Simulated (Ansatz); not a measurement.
Consider the energy of the reaction between neutral defects in ZnO (wurtzite, P6₃mc). Reaction: cell B + Al (fcc) → cell A + Ga (Cmce). The sign is products less reactants.

Cell A: a supercell of 72 sites of ZnO (wurtzite, P6₃mc) with Al on a Zn site (4 O at 1.81 Å); an odd number of electrons; spin state with PBE: no moments, k-point mesh 3×3×2.
```
CELL_PARAMETERS angstrom
      9.83817     0.00000     0.00000
     -4.91908     8.52010     0.00000
      0.00000     0.00000    10.58649
ATOMIC_POSITIONS crystal
  Zn 0.22271 0.11134 0.25054
  Zn 0.11057 0.22195 0.00125
  O  0.22377 0.11175 0.44123
  O  0.11168 0.22251 0.19039
  Zn 0.22074 0.11108 0.75079
  Zn 0.11068 0.22201 0.49935
  O  0.22265 0.11165 0.93906
  O  0.11175 0.22254 0.68908
  Zn 0.22271 0.44470 0.25054
  Zn 0.11109 0.55550 0.00107
  O  0.22377 0.44536 0.44123
  O  0.11086 0.55506 0.19032
  Zn 0.22074 0.44300 0.75079
  Zn 0.11139 0.55611 0.49952
  O  0.22265 0.44434 0.93906
  O  0.11100 0.55534 0.68999
  Zn 0.22222 0.77778 0.25006
  Zn 0.11109 0.88891 0.00107
  O  0.22222 0.77778 0.43975
  O  0.11086 0.88914 0.19032
  Zn 0.22222 0.77778 0.75177
  Zn 0.11139 0.88861 0.49952
  O  0.22222 0.77778 0.94047
  O  0.11100 0.88900 0.68999
  Zn 0.55530 0.11134 0.25054
  Zn 0.44376 0.22084 0.99960
  O  0.55464 0.11175 0.44123
  O  0.44515 0.22362 0.18761
  Zn 0.55700 0.11108 0.75079
  Zn 0.44480 0.22293 0.49974
  O  0.55566 0.11165 0.93906
  O  0.45468 0.24269 0.69579
  Zn 0.55556 0.44444 0.25053
  Zn 0.44376 0.55624 0.99960
  O  0.55556 0.44444 0.44030
  O  0.44515 0.55485 0.18761
  Al 0.55556 0.44444 0.75074
  Zn 0.44480 0.55520 0.49974
  O  0.55556 0.44444 0.92207
  O  0.45468 0.54532 0.69579
  Zn 0.55530 0.77729 0.25054
  Zn 0.44450 0.88891 0.00107
  O  0.55464 0.77623 0.44123
  O  0.44494 0.88914 0.19032
  Zn 0.55700 0.77926 0.75079
  Zn 0.44389 0.88861 0.49952
  O  0.55566 0.77735 0.93906
  O  0.44466 0.88900 0.68999
  Zn 0.88889 0.11111 0.24989
  Zn 0.77805 0.22195 0.00125
  O  0.88889 0.11111 0.43952
  O  0.77749 0.22251 0.19039
  Zn 0.88889 0.11111 0.75017
  Zn 0.77799 0.22201 0.49935
  O  0.88889 0.11111 0.93942
  O  0.77746 0.22254 0.68908
  Zn 0.88866 0.44470 0.25054
  Zn 0.77916 0.55624 0.99960
  O  0.88825 0.44536 0.44123
  O  0.77638 0.55485 0.18761
  Zn 0.88892 0.44300 0.75079
  Zn 0.77707 0.55520 0.49974
  O  0.88835 0.44434 0.93906
  O  0.75731 0.54532 0.69579
  Zn 0.88866 0.77729 0.25054
  Zn 0.77805 0.88943 0.00125
  O  0.88825 0.77623 0.44123
  O  0.77749 0.88832 0.19039
  Zn 0.88892 0.77926 0.75079
  Zn 0.77799 0.88932 0.49935
  O  0.88835 0.77735 0.93906
  O  0.77746 0.88825 0.68908
```

Cell B: a supercell of 72 sites of ZnO (wurtzite, P6₃mc) with Ga on a Zn site (4 O at 1.90 Å); an odd number of electrons; spin state with PBE: no moments, k-point mesh 3×3×2.
```
CELL_PARAMETERS angstrom
      9.83817     0.00000     0.00000
     -4.91908     8.52010     0.00000
      0.00000     0.00000    10.58649
ATOMIC_POSITIONS crystal
  Zn 0.22213 0.11113 0.25045
  Zn 0.11057 0.22195 0.00125
  O  0.22281 0.11130 0.44069
  O  0.11131 0.22232 0.19022
  Zn 0.21927 0.10983 0.75106
  Zn 0.11073 0.22203 0.49955
  O  0.22237 0.11140 0.93932
  O  0.11148 0.22241 0.68931
  Zn 0.22213 0.44434 0.25045
  Zn 0.11117 0.55567 0.00117
  O  0.22281 0.44485 0.44069
  O  0.11099 0.55531 0.19018
  Zn 0.21927 0.44278 0.75106
  Zn 0.11138 0.55608 0.49947
  O  0.22237 0.44431 0.93932
  O  0.11123 0.55579 0.68967
  Zn 0.22222 0.77778 0.25021
  Zn 0.11117 0.88883 0.00117
  O  0.22222 0.77778 0.43975
  O  0.11099 0.88901 0.19018
  Zn 0.22222 0.77778 0.75155
  Zn 0.11138 0.88862 0.49947
  O  0.22222 0.77778 0.94026
  O  0.11123 0.88877 0.68967
  Zn 0.55566 0.11113 0.25045
  Zn 0.44300 0.21933 0.00103
  O  0.55515 0.11130 0.44069
  O  0.44482 0.22296 0.18891
  Zn 0.55722 0.10983 0.75106
  Zn 0.44435 0.22203 0.49764
  O  0.55569 0.11140 0.93932
  O  0.44995 0.23323 0.69289
  Zn 0.55556 0.44444 0.25033
  Zn 0.44300 0.55700 0.00103
  O  0.55556 0.44444 0.44057
  O  0.44482 0.55518 0.18891
  Ga 0.55556 0.44444 0.75026
  Zn 0.44435 0.55565 0.49764
  O  0.55556 0.44444 0.92986
  O  0.44995 0.55005 0.69289
  Zn 0.55566 0.77787 0.25045
  Zn 0.44433 0.88883 0.00117
  O  0.55515 0.77719 0.44069
  O  0.44469 0.88901 0.19018
  Zn 0.55722 0.78073 0.75106
  Zn 0.44392 0.88862 0.49947
  O  0.55569 0.77763 0.93932
  O  0.44421 0.88877 0.68967
  Zn 0.88889 0.11111 0.25028
  Zn 0.77805 0.22195 0.00125
  O  0.88889 0.11111 0.43980
  O  0.77768 0.22232 0.19022
  Zn 0.88889 0.11111 0.75028
  Zn 0.77797 0.22203 0.49955
  O  0.88889 0.11111 0.93944
  O  0.77759 0.22241 0.68931
  Zn 0.88887 0.44434 0.25045
  Zn 0.78067 0.55700 0.00103
  O  0.88870 0.44485 0.44069
  O  0.77704 0.55518 0.18891
  Zn 0.89017 0.44278 0.75106
  Zn 0.77797 0.55565 0.49764
  O  0.88860 0.44431 0.93932
  O  0.76677 0.55005 0.69289
  Zn 0.88887 0.77787 0.25045
  Zn 0.77805 0.88943 0.00125
  O  0.88870 0.77719 0.44069
  O  0.77768 0.88869 0.19022
  Zn 0.89017 0.78073 0.75106
  Zn 0.77797 0.88927 0.49955
  O  0.88860 0.77763 0.93932
  O  0.77759 0.88852 0.68931
```

Reference: Ga (Cmce), 4 atoms in the cell, k-point mesh 16×16×14 on the run's own vectors. Conventional cell: a = 4.5914 Å, b = 7.7352 Å, c = 4.5770 Å, α = β = γ = 90.00°.

Reference: Al (fcc, Fm-3m), 1 atom in the cell, k-point mesh 26×26×26 on the run's own vectors. Conventional cell: a = b = c = 4.0416 Å, α = β = γ = 90.00°.

All numbers come from Ansatz (a program for electronic structure), plane waves with PAW, its default PAW set, cutoff 500 eV. The structures are at rest with PBE, within the held lattices; other levels are single points on them. Neutral cells; Fermi-Dirac smearing of at most 0.10 eV in the solids, energies taken to zero width. The lattices are those relaxed with PBE, so at other levels the solids can be strained. Larger cells are relaxed from a start prepared with the learned potential CHGNet, on a coarser mesh till forces fall under 0.03 eV/Å, which some starts already meet. A dispersion term (D3(BJ), or D4 for r2SCAN) was computed beside these levels and is taken off wherever the name lacks it. No zero-point or thermal terms. No structure search was made; lower ones may exist. No correction for cell size. Cell A has symmetry P3m1 and got no random move, so less symmetric positions, which may lie lower, weren't tried. Cell B has symmetry P3m1 and got no random move, so less symmetric positions, which may lie lower, weren't tried.

Problem. What value does r2SCAN give?

Solution. -2.64 eV, for cell B + Al (fcc) → cell A + Ga (Cmce).
